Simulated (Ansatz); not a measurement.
Cubic perovskite BaHfO3: PBE at its full settings (plane-wave cutoff 520 eV, 8×8×8 k mesh, Fermi–Dirac smearing 0.01 eV, scalar-relativistic PAW data made under PBE) and at cheaper ones, in a cell of 5 atoms with Γ-centred meshes.

```csv
level and setting,lattice parameter a (Å),bulk modulus (GPa)
PBE (Ansatz),4.206,155
PBE (Γ point alone) (Ansatz),4.509,113
PBE (2×2×2 k mesh) (Ansatz),4.222,154
PBE (4×4×4 k mesh) (Ansatz),4.206,155
PBE (6×6×6 k mesh) (Ansatz),4.206,155
PBE (Fermi-Dirac smearing of 0.3 eV) (Ansatz),4.206,155
```

Largest shifts from the full settings: lattice constant a +7.20 % (PBE (Γ point alone)), against a difference of +0.84 % of the full result from the reference 4.171 Å (measured, room temperature, no zero-point or thermal correction, sources range from 4.171 to 4.180; as tabulated in Zhao et al. (2008), arXiv:0809.3506); bulk modulus -27 % (PBE (Γ point alone)).

Caveats: the relaxation could not lower the start's symmetry, so the cell can be a saddle point above a distorted one (PBE, PBE (Γ point alone), PBE (2×2×2 k mesh), PBE (4×4×4 k mesh), PBE (6×6×6 k mesh), PBE (Fermi-Dirac smearing of 0.3 eV)). Ansatz's density-functional and Hartree–Fock values are scalar-relativistic unless marked +SOC, with PAW data made under PBE.

Run with cheap settings on purpose, which may leave them unconverged: PBE (2×2×2 k mesh), PBE (4×4×4 k mesh), PBE (6×6×6 k mesh), PBE (Fermi-Dirac smearing of 0.3 eV), PBE (Γ point alone).

Ansatz is a quantum-chemistry and plane-wave program.
